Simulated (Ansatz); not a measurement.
Phonon-limited resistivity of YAs (Fm-3m) against temperature in μΩ·cm, PBEsol, DFPT electron-phonon coupling, linearised Boltzmann equation run with Ansatz (a first-principles code), harmonic crystal at a fixed cell.

| T | ρ |
|---|---|
| 50 K | 0.56 |
| 77 K | 2.1 |
| 100 K | (withheld) |
| 150 K | 8.5 |
| 200 K | 12.7 |
| 250 K | 16.8 |
| 273 K | 18.6 |
| 300 K | (withheld) |
| 350 K | 25 |
| 400 K | (withheld) |
| 500 K | 36 |
| 600 K | 43 |
| 800 K | 57 |

Q: Complete the blanks.

A: 
- 100 K, ρ: 4.0
- 300 K, ρ: 21
- 400 K, ρ: 28

A metal at this level (no band gap). Only scattering by harmonic phonons is included (no impurities, grain boundaries, electron-electron scattering or thermal expansion). Spin-orbit coupling is left out. Halving the electron mesh (24x24x24) moves the resistivity by up to 8 %. Smearing 0.20 eV; phonons on a 4x4x4 q mesh, which this run doesn't test and which matters most at low temperature.

Formula and space group known from diffraction (Crystallography Open Database), not checked to be the room-temperature form: YAs (Fm-3m).
